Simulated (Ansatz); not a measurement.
**Input and output of a self-consistent single point for WSe2 (P-6m2, 3 atoms in the cell) (Ansatz, a first-principles code)**

Computed with LDA (PW92), default PAW files made with PBE (plane waves; Ansatz).

Input:

Ansatz 0.2 input:
```yaml
crystal:
  lattice:
    - [3.30798600, 0.00000000, 0.00000000]
    - [-1.65399300, 2.86480000, 0.00000000]
    - [0.00000000, 0.00000000, 16.60816600]
  atoms:
    - { symbol: W, position: [0.00000000, 0.00000000, 0.00000000] }
    - { symbol: Se, position: [0.33333300, 0.66666700, 0.09979000] }
    - { symbol: Se, position: [0.33333300, 0.66666700, 0.90021000] }
basis:
  ecutwfc: 420.0
kpoints:
  mp_grid: { grid: [9, 9, 2] }
hamiltonian:
  xc: lda
  pseudopotentials: { kind: paw }
scf:
  occupations: { method: fixed }
output:
  forces: true
  eigenvalues: true
  stress: true
```

The program printed (abridged):

```
WARN the atoms were moved onto the symmetric positions of the space group found under crystal.symmetry.tolerance 1.0e-5 (fractional …
WARN ansatz: RAYON_NUM_THREADS=1 ignored (pool sized by the plan → 1); use --threads N
Pseudopotentials: kind: paw
Pseudopotential: W, paw, valence charge 14
Pseudopotential: Se, paw, valence charge 16
Crystal: 3 atoms, lattice volume = 157.391 Å³
Basis set: ecut = 420 eV, 3163 PW (Γ)
Bands: 28, of which v1, the nominal top of the filled ones, is band 23 counted from 1 (22 counted from 0)
Symmetry: 12 space group operations
Space group: P-6m2 (ITA 187), of the structure as read, at distance tolerance 5.4e-5 Å
k-points: 24 of 162 (time reversal used)
PAW frozen core: W, regenerated for the run's functional, and the local potential with it
PAW frozen core: Se, regenerated for the run's functional, and the local potential with it
Initial density: superposition of atomic densities (neutral atoms: chi_scale 0, normalization atom), corrected by the library's trained network
Initial wavefunctions: pseudopotential atomic-orbital guess
Eigensolver: davidson
Functional: x = slater, c = lda
SCF iter   1: F=—  HF=-20898.032600 eV  |F-HF|=—  |Δ(HF+E_count)|=         —  Δρ=4.39e-3  dr2=3.70e-2  ethr=1.77e-3  ⟨swp⟩=5.2  Hψ=2566  notcnv=0  defer=55
all-band conjugate gradients solve this SCF's bands
preconditioner: auto → none
SCF iter   2: F=—  HF=-20898.049559 eV  |F-HF|=—  |Δ(HF+E_count)|=   1.70e-2  Δρ=5.18e-3  dr2=1.50e-1  ethr=8.04e-5  ⟨swp⟩=3.3  Hψ=1304  notcnv=0  defer=72
SCF iter   3: F=—  HF=-20898.029067 eV  |F-HF|=—  |Δ(HF+E_count)|=   2.05e-2  Δρ=1.73e-3  dr2=6.11e-3  ethr=8.04e-5  ⟨swp⟩=3.0  Hψ=916  notcnv=0  defer=72
SCF iter   4: F=—  HF=-20898.029026 eV  |F-HF|=—  |Δ(HF+E_count)|=   4.07e-5  Δρ=3.23e-4  dr2=8.44e-5  ethr=1.33e-5  ⟨swp⟩=2.0  Hψ=860  notcnv=0  defer=72
SCF iter   5: F=—  HF=-20898.029027 eV  |F-HF|=—  |Δ(HF+E_count)|=   1.51e-6  Δρ=5.98e-5  dr2=1.60e-5  ethr=1.83e-7  ⟨swp⟩=2.6  Hψ=1118  notcnv=0  defer=72
SCF iter   6: F=—  HF=-20898.029025 eV  |F-HF|=—  |Δ(HF+E_count)|=   2.68e-6  Δρ=1.79e-5  dr2=1.23e-6  ethr=3.49e-8  ⟨swp⟩=2.2  Hψ=912  notcnv=0  defer=69
SCF iter   7: F=-20898.029024 eV  HF=-20898.029024 eV  |F-HF|=3.13e-8  |Δ(HF+E_count)|=   2.23e-7  Δρ=4.92e-6  dr2=4.53e-8  ethr=2.17e-10  ⟨swp⟩=13.4  Hψ=4292  notcnv=0
SCF 1 converged in 7 iterations: F = -20898.029024 eV  dr2 = 4.53e-8
SCF converged after 7 iterations
Free energy (F): -20898.029024 eV
Harris-Foulkes:  -20898.029024 eV  (|F-HF|=3.13e-8)
Internal energy: -20898.029024 eV  (E = F + TS)
E sigma→0 (E₀):  -20898.029024 eV
Fermi energy:    1.437253 eV
--- Per-component energies (eV) ---
  E_band       = -1357.509516
  E_kinetic    = 690.566318
  E_local      = -32158.094845  (includes V_loc(G=0)·N_el)
  E_nonlocal   = -1170.844414
  E_hartree    = 15711.014955
  E_xc         = -472.928586
  E_vxc        = -436.851349  (∫ρ·V_xc dr)
  E_paw        = -11964.133881  (= ΣΔE_a)
  E_vpaw       = 295.711730  (= ΣTr[D̂ρ^β])
  E_aug_tail   = -0.001267  (compensation charges beyond the density's cutoff)
  E_ewald      = 8461.674818
  E_core_change = 4.717877  (= ΣΔE_core)
  E_smearing   = -0.000000  (= −TS)
  E_closure    = 0.000000  (closes the sum)
  Σ components = -20898.029024   (vs F -20898.029024, Δ=0.00e0)
--- Forces (eV/Å), atoms counted from 1 ---
  atom   1  W      0.00000000     0.00000000     0.00000000
  atom   2  Se     0.00000000    -0.00000000    -0.27399018
  atom   3  Se     0.00000000    -0.00000000     0.27399018
  max |Σ_I F_I| component: 1.62e-17 eV/Å
--- Stress (GPa, compression-positive) ---
       -1.988194      -0.000000       0.000000
        0.000000      -1.988194       0.000000
        0.000000       0.000000      -0.924592
  P = ⅓ Tr σ = -1.6337 GPa (-16.337 kbar)
  The stress holds the Pulay correction. Without it, at fixed plane waves, as pw.x and ABINIT print it: P = -1.6479 GPa
--- Band table (eV; the first three rows and the last of 24) ---
  k-point 0: bands = ["-72.4785", "-46.1880", "-46.1880", "-46.1874", "-46.1874", "-46.1558", "-46.1558", "-46.1545", "-46.1545", "-46.1425", "-46.1401", "-36.7435", "-36.6221", "-36.6221", "-13.3483", "-12.0507", "-4.7075", "-0.9681", "-0.9681", [...]
  k-point 1: bands = ["-72.4785", "-46.1880", "-46.1880", "-46.1874", "-46.1874", "-46.1558", "-46.1558", "-46.1545", "-46.1545", "-46.1425", "-46.1401", "-36.7435", "-36.6221", "-36.6221", "-13.3483", "-12.0507", "-4.7075", "-0.9681", "-0.9681", [...]
  k-point 2: bands = ["-72.4774", "-46.1879", "-46.1875", "-46.1874", "-46.1869", "-46.1559", "-46.1559", "-46.1548", "-46.1546", "-46.1423", "-46.1399", "-36.7380", "-36.6487", "-36.6283", "-13.1676", "-11.9633", "-4.4754", "-1.4916", "-1.0913", [...]
  k-point 23: bands = ["-72.4677", "-46.1863", "-46.1851", "-46.1849", "-46.1848", "-46.1576", "-46.1566", "-46.1557", "-46.1556", "-46.1405", "-46.1378", "-36.7907", "-36.7639", "-36.6906", "-11.1177", "-10.9858", "-3.9307", "-3.7916", "-2.8900", [...]
```

The run converged in 7 iterations.

The starting cell comes from a database of computed structures (which also holds hypothetical and non-ambient phases and stackings), without a prior relaxation at this level. Its lattice was rescaled by up to half a per cent. Spin-orbit coupling is off. Ansatz's pressure includes its estimate of the finite-basis (Pulay) stress.
